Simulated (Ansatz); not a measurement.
Base system: KZnF3 in the cubic perovskite structure (space group Pm-3m, No. 221).

```
KZnF3
1.0
    4.05228     0.00000     0.00000
    0.00000     4.05228     0.00000
    0.00000     0.00000     4.05228
K Zn F
1 1 3
Cartesian
  0.00000   0.00000   0.00000
  2.02614   2.02614   2.02614
  2.02614   0.00000   2.02614
  0.00000   2.02614   2.02614
  2.02614   2.02614   0.00000
```

Cartesian axes are those of the cell as printed.

Computed with PBEsol (Ansatz, an electronic-structure program), scalar-relativistic without spin-orbit coupling.

Strains are applied to the cell and any free atomic positions relax.

One change was made to it. Results:

```tsv
quantity	base	after
band gap	3.71 eV	3.56 eV
smallest direct gap	5.52 eV	5.26 eV
energy relative to the base (free energy F)	0 meV/atom	+4.6 meV/atom
```

### Question
Name the change that was made.
A. uniaxial strain ε_zz = +1.20 %
B. uniaxial strain ε_zz = +0.60 %
C. uniaxial strain ε_zz = +3.00 %
D. uniaxial strain ε_zz = +1.80 %

### Answer
C, uniaxial strain ε_zz = +3.00 %. For comparison, the band gap in the other runs: uniaxial strain ε_zz = +1.20 % gives 3.64 eV; uniaxial strain ε_zz = +0.60 % gives 3.68 eV; uniaxial strain ε_zz = +1.80 % gives 3.61 eV.

Whether these cells are dynamically stable was not tested. Many cubic perovskites are stable only at high temperature; tilts and polar distortions were not tested.
